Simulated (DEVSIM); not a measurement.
System: GaP/Si n-p heterojunction, at 250 K.

Layer 1 from the left is GaP, thickness (μm) 0.150, Nd (cm⁻³) 1.3e16, τn (s) 1.4e-7, τp (s) 1.4e-7. Layer 2 from the left is Si, thickness (μm) 2.70, Na (cm⁻³) 6.7e17, τn (s) 1.4e-7, τp (s) 1.4e-7.

Left contact: ohmic. Right contact: ohmic. Voltage is applied to the left contact. Recombination: SRH at mid-gap, radiative. Mobility is μmin + (μ − μmin)/(1 + (N/Nref)^α).

Constants are typed, rounded textbook-type inputs, not results; the design itself was drawn at random and stands for no fabricated device. Values at 300 K; Nc and Nv go as T^1.5, mobilities as T to minus their exponent, the gap by Varshni's rule with the affinity fixed.

GaP: gap (eV) 2.26, affinity (eV) 3.8, permittivity 11.1, Nc (cm⁻³) 1.8e19, Nv (cm⁻³) 1.9e19, μn (cm²/Vs) 250, μp (cm²/Vs) 150, μn,min 10, μp,min 10, Nref,n 4.4e18, Nref,p 1e18, αn 0.8, αp 0.85, T exponent of μn 1.6, T exponent of μp 1.98, B (cm³/s) 1e-13, Varshni α (eV/K) 0.00058, Varshni β (K) 372. Si: gap (eV) 1.124, affinity (eV) 4.05, permittivity 11.7, Nc (cm⁻³) 2.86e19, Nv (cm⁻³) 3.1e19, μn (cm²/Vs) 1417, μp (cm²/Vs) 470, μn,min 52, μp,min 45, Nref,n 9.7e16, Nref,p 2.2e17, αn 0.68, αp 0.72, T exponent of μn 2.3, T exponent of μp 2.2, B (cm³/s) 4.7e-15, Varshni α (eV/K) 0.000473, Varshni β (K) 636.

DEVSIM, 1D drift-diffusion, Boltzmann statistics, complete ionisation; no tunnelling, impact ionisation, image-force lowering or self-heating. Band offsets follow the typed affinities; no thermionic-emission limit at abrupt steps, no polarisation charge.

Problem. What does the simulation give for the dark forward voltage at 100 A/cm², the largest field in the device at zero bias?

Solution. dark forward voltage at 100 A/cm² 1.053 V; largest field in the device at zero bias 90000 V/cm.
